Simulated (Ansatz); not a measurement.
**A computed series for ZnS: pressure series**

Consider ZnS in the wurtzite structure (space group P6_3mc, No. 186; a = 3.845 Å, c = 6.306 Å).

Cell and atoms are relaxed at each pressure.

Computed with PBE (Ansatz, an electronic-structure program, PAW, no spin-orbit coupling), earlier PAW set.

Notes on the quantities. enthalpy: H = E + PV relative to the base's energy.

```csv
variant,shortest interatomic distance,enthalpy,band gap
base,2.357 Å,–,2.07 eV
pressure −2 GPa,2.381 Å,-0.26 eV/atom,1.94 eV
pressure −1 GPa,(withheld),-0.13 eV/atom,(withheld)
pressure 1.8 GPa,2.338 Å,+0.22 eV/atom,2.18 eV
pressure 4.2 GPa,2.315 Å,+0.51 eV/atom,2.31 eV
pressure 9 GPa,2.278 Å,+1.07 eV/atom,2.53 eV
pressure 18 GPa,2.222 Å,+2.06 eV/atom,2.85 eV
pressure 30 GPa,2.164 Å,+3.28 eV/atom,3.10 eV
pressure 45 GPa,2.108 Å,+4.69 eV/atom,2.72 eV
pressure 60 GPa,2.060 Å,+6.02 eV/atom,2.12 eV
```

Some entries are withheld; estimate them.


- pressure −1 GPa, shortest interatomic distance: 2.368 Å
- pressure −1 GPa, band gap: 2.01 eV

Load acts through the strain it causes; cell and atoms are relaxed under it. Stability against distortions was not tested. Tetrahedral semiconductors of this kind turn to denser phases somewhere between about 1 and 50 GPa; those were not computed, so compressed cells here can lie past the real transition.
